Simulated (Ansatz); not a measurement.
```
CdF2
1.0
    0.00000     2.74582     2.74582
    2.74582     0.00000     2.74582
    2.74582     2.74582     0.00000
Cd F
1 2
Direct
  0.00000   0.00000   0.00000
  0.25000   0.25000   0.25000
  0.75000   0.75000   0.75000
```

No spin polarisation.

Computed with DFT with PBEsol, PAW potentials and a 420 eV plane-wave cutoff in Ansatz (an electronic-structure program), without spin-orbit coupling. Γ-centred 11×11×11 mesh, Fermi–Dirac width 0.05 eV.

**Question.** Predict the electron mass.

**Answer.** 0.37 mₑ (at Γ).

**Question.** Predict the band gap.

**Answer.** 2.74 eV.

The cells carry an imposed strain or load. Effective masses come from finite differences of ±0.01 Å⁻¹. Whether these cells are dynamically stable was not tested. The cell was made from CdF₂ in the fluorite structure (space group Fm-3m, No. 225) by this change: isotropic strain +2.00 %.
